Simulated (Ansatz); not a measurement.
## Zinc-blende PbSe (model structure): properties by level of theory

```tsv
level (code)	lattice parameter a (Å)	formation enthalpy (eV/atom)
LDA (Ansatz)	6.710	-0.217
PBEsol (Ansatz)	6.786	-0.266
PBE-D3(BJ) (Ansatz)	6.852	-0.286
rVV10 (Ansatz)	6.894	-0.305
r²SCAN-D4 (Ansatz)	6.822	-0.406
r²SCAN+rVV10 (Ansatz)	6.807	-0.361
```

Caveats: a distance lies near a switch of the dispersion term, which can move the cell (PBE-D3(BJ)). Ansatz's density-functional and Hartree–Fock values are scalar-relativistic unless marked +SOC, with PAW data made under PBE.

The computed numbers hold no vibrational or temperature effects.

A model structure was made by putting elements into a prototype or built by hand; it is no filed structure, need not be a known phase, and can be a saddle point held by its symmetry.

Ansatz is a first-principles code.
